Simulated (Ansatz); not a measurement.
The starting structures come from a database of crystals and need not be the phases stable at ambient conditions.

 Where the default PAW files enter, the runs use the earlier of Ansatz's two default sets.

By PBEsol, the system below comes out a metal.

Here is the system:

```
TaSi2
1.0
    4.78379     0.00000     0.00000
   -2.39189     4.14288     0.00000
    0.00000     0.00000     6.74939
Ta Si
3 6
Direct
  0.50000   0.50000   0.33333
  0.00000   0.50000   0.00000
  0.50000   0.00000   0.66667
  0.31678   0.15839   0.00000
  0.15839   0.31678   0.66667
  0.84161   0.15839   0.33333
  0.68322   0.84161   0.00000
  0.84161   0.68322   0.66667
  0.15839   0.84161   0.33333
```

Space group of this cell: P6_422. The cell is strained (lengths along the current scaled by 1.03, ions clamped); by PBEsol its mean pressure is -7.4 GPa.

The current flows along the normal of the first two printed cell vectors, the (001) (indices of the unstrained crystal) plane of the conventional cell. No spin-orbit coupling; the value is a mean over 0.1 eV about the Fermi level.

Problem. Estimate the ballistic conductance per area that PBEsol (Ansatz, a first-principles code) returns for this system.

Solution. 0.34 × 10¹⁵ S/m² for both spins.
